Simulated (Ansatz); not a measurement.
What x(O) = 0.667, 9 atoms, C2/m does to ZrSe2

The reference is ZrSe₂ in the CdI2 type structure (space group P-3m1, No. 164; a = 3.6619 Å, c = 5.8417 Å; layered, stacked along the Cartesian z axis).

The other end (x = 1) is ZrO₂ in the CdI2 type structure (space group P-3m1, No. 164; a hypothetical phase, not in the database extracts checked; layered, stacked along the Cartesian z axis): 13.51 Å³/atom, gap 3.92 eV; this end may not be an ambient phase.

Perturbation: O replaces 66.7 % of the Se, ordered in a cell of 9 atoms (starting symmetry C2/m) and fully relaxed.

All numbers come from PBEsol-D3(BJ)/PAW in Ansatz (a quantum-chemistry and plane-wave program), without spin-orbit coupling. Settings: 10×10×4 k-points, 0.05 eV Fermi–Dirac smearing, for the changed cell.

- Volume per atom = 16.25 Å³ (base 22.61 Å³)
- Density = 5.63 g/cm³ (base 6.10 g/cm³)
- Shortest interatomic distance = 2.016 Å (base 2.655 Å)
- Band gap = 0.64 eV (base zero)
- Gap character (in this cell's own zone, which can be folded) = indirect, M₂ → Y₂
- Mixing energy = -0.01 eV/atom (to 0.01 eV only: unlike meshes or grids) (against an end that may be hypothetical)

Final structure:

```
CELL_PARAMETERS angstrom
      4.93426    -1.71562     0.00000
      4.93426     1.71562     0.00000
     -3.37035     0.00000     8.63607
ATOMIC_POSITIONS crystal
  Zr 0.70530 0.70530 0.83672
  Zr 0.00000 0.00000 0.50000
  Zr 0.29470 0.29470 0.16328
  Se 0.97134 0.97134 0.77135
  O  0.36662 0.36662 0.40363
  O  0.69424 0.69424 0.06847
  O  0.30576 0.30576 0.93153
  O  0.63338 0.63338 0.59637
  Se 0.02866 0.02866 0.22865
```

Cost of the whole job for the changed cell (relaxation, final SCF and bands): about 8 core-minutes (a rough figure).

Each cell is one ordered arrangement of few atoms, which overstates ordering effects compared with a random alloy. Whether these cells are dynamically stable was not tested. The final runs are not spin-polarised. Under x(O) = 0.667, 9 atoms, C2/m the cell changed shape so far that it is another structure. A zero or small gap of ZrSe2 can be the functional's error rather than a property of the material. Labels are those of the standard path for the cell's own space group.
